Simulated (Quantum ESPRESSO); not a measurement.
**Convergence test for Ni5O6 (C2/m, 11 atoms in the cell)**

```xyz
11
Lattice="2.5409 -4.3373 0.0000 2.5409 4.3373 0.0000 -1.7815 0.0000 4.7317" Properties=species:S:1:pos:R:3 pbc="T T T"
Ni     0.0000     0.0000     0.0000
Ni     2.5409    -1.3917     0.0000
Ni     2.5409     1.3917     0.0000
Ni     1.6501    -2.8848     2.3659
Ni     1.6501     2.8848     2.3659
O      2.5773    -1.5969     3.6154
O      0.7229     1.5969     1.1164
O      0.7229    -1.5969     1.1164
O      2.5773     1.5969     3.6154
O     -0.1187     0.0000     3.6583
O      3.4190     0.0000     1.0735
```
Moments meant for the start (each program seeds them in its own way; μB, in the order of the atoms Ni Ni Ni Ni Ni O O O O O O): 2.0 2.0 2.0 2.0 2.0 0.0 0.0 0.0 0.0 0.0 0.0.

Computed with PBEsol+U, PSlibrary PAW (PBE) pseudopotentials (plane waves; Quantum ESPRESSO).

The starting cell comes from a database of computed structures (which also holds hypothetical and non-ambient phases and stackings), without a prior relaxation at this level. The magnetic order is the one reached from the typed start; others were not searched systematically. With U or open f shells several self-consistent states can exist. In the base run, with a pressure of about 6 GPa the cell is away from its equilibrium volume at this level.

Held fixed: ecutwfc = 55 Ry; occupations = smearing; smearing = fd; degauss = 0.0036749 Ry; nspin = 2; input_dft = pbesol; potentials = {Ni: Ni.pbe-n-kjpaw_psl.1.0.0.UPF, O: O.pbe-n-kjpaw_psl.0.1.UPF}; K_POINTS = automatic 4 4 4 0 0 0; HUBBARD = ortho-atomic; U Ni-3d 6.2 eV; conv_thr = 1e-10 Ry; mixing_beta = 0.4.

ΔF is the free energy per atom less that of the last row (660 Ry).

```json
[
 {"ecutrho": "110 Ry", "ΔF (meV/atom)": "-53.7", "pressure (GPa)": "11.19", "largest force (eV/Å)": "0.303", "size of the net moment (μB/atom)": "0.73", "iterations": "29"},
 {"ecutrho": "165 Ry", "ΔF (meV/atom)": "-0.06", "pressure (GPa)": "5.74", "largest force (eV/Å)": "0.379", "size of the net moment (μB/atom)": "0.73", "iterations": "28"},
 {"ecutrho": "220 Ry", "ΔF (meV/atom)": "-0.10", "pressure (GPa)": "5.75", "largest force (eV/Å)": "0.380", "size of the net moment (μB/atom)": "0.73", "iterations": "28"},
 {"ecutrho": "275 Ry", "ΔF (meV/atom)": "-0.05", "pressure (GPa)": "5.70", "largest force (eV/Å)": "0.380", "size of the net moment (μB/atom)": "0.73", "iterations": "28"},
 {"ecutrho": "330 Ry", "ΔF (meV/atom)": "0.01", "pressure (GPa)": "5.71", "largest force (eV/Å)": "0.380", "size of the net moment (μB/atom)": "0.73", "iterations": "28"},
 {"ecutrho": "440 Ry", "ΔF (meV/atom)": "-0.01", "pressure (GPa)": "5.71", "largest force (eV/Å)": "0.380", "size of the net moment (μB/atom)": "0.73", "iterations": "28"},
 {"ecutrho": "550 Ry", "ΔF (meV/atom)": "-0.02", "pressure (GPa)": "5.71", "largest force (eV/Å)": "0.380", "size of the net moment (μB/atom)": "0.73", "iterations": "28"},
 {"ecutrho": "660 Ry", "ΔF (meV/atom)": "0.00", "pressure (GPa)": "5.71", "largest force (eV/Å)": "0.380", "size of the net moment (μB/atom)": "0.73", "iterations": "28"}
]
```

Energy within 0.5 meV/atom of the last row: from ecutrho = 165 Ry on; the one before it is off by 54 meV/atom.

Largest force within 0.005 eV/Å of the last row: from ecutrho = 165 Ry on; the one before it is off by 0.077 eV/Å. The value it settles on is 0.380 eV/Å at this level of theory and with the other settings as held.
